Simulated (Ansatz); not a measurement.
The decay constant κ of evanescent states in the gap governs leakage through a thin film.

Data:

```
TiO2
1.0
    3.85819     0.00000     0.00000
    0.00000     3.85819     0.00000
    1.92910    -1.92910     4.80751
Ti O
2 4
Direct
  0.00000   0.00000   0.00000
  0.25000   0.25000   0.50000
  0.04285   0.45715   0.91430
  0.79285   0.20715   0.41430
  0.20715   0.79285   0.58570
  0.45715   0.04285   0.08570
```

The cell is strained (lengths across the current scaled by 1.02, ions clamped); by r2SCAN it stands under a pressure of -9.1 GPa.

Transport runs along the normal of the first two printed cell vectors, the (001) (indices of the unstrained crystal) plane of the conventional cell.

No gap correction and no spin-orbit coupling; mid-gap is the computed energy nearest the middle.

### Question
Compute, with r2SCAN (Ansatz, a first-principles code), the band gap and the smallest decay constant κ at mid-gap.

### Answer
Gap 2.44 eV on a 8×8×8 mesh; κ = 0.413 1/Å, at (0.500, 0.500) of the in-plane reciprocal vectors. At the zone centre the slowest state has κ = 0.47 1/Å.
